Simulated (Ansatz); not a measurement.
Consider CdSe in the zinc blende structure (space group F-43m, No. 216).

```
CdSe
1.0
    0.00000     3.09821     3.09821
    3.09821     0.00000     3.09821
    3.09821     3.09821     0.00000
Cd Se
1 1
Cartesian
  0.00000   0.00000   0.00000
  1.54910   1.54910   1.54910
```

All numbers come from DFT with PBE, PAW potentials and a 420 eV plane-wave cutoff in Ansatz (a quantum-chemistry and plane-wave program), spin-orbit coupling left out.

Base values:

| Property | Value |
|---|---|
| Band gap | 0.49 eV |
| Hole mass | 0.054, 0.73, 0.73 mₑ (at Γ) |
| Lattice parameter a | 6.196 Å |
| Gap character | direct at Γ |

Perturbation: a hydrostatic pressure of 2.1 GPa.

Q: How does this affect the band gap?

A: The band gap goes up by 0.09 eV (0.49 eV → 0.58 eV).

Q: What does the calculation give for the hole mass after the change?

A: The hole mass (degenerate bands, along [100]) becomes 0.060, 0.69, 0.69 mₑ (at Γ) (base: 0.054, 0.73, 0.73 mₑ (at Γ)).

Q: How does this affect the lattice parameter a?

A: The lattice parameter a drops by 0.0876 Å to 6.109 Å.

Q: Estimate the effect on the gap character.

A: The gap character stays direct at Γ.

Load acts through the strain it causes; cell and atoms are relaxed under it. Effective masses come from finite differences of ±0.01 Å⁻¹. No phonon test of stability was made. Tetrahedral semiconductors of this kind turn to denser phases somewhere between about 1 and 50 GPa; those were not computed, so compressed cells here can lie past the real transition.
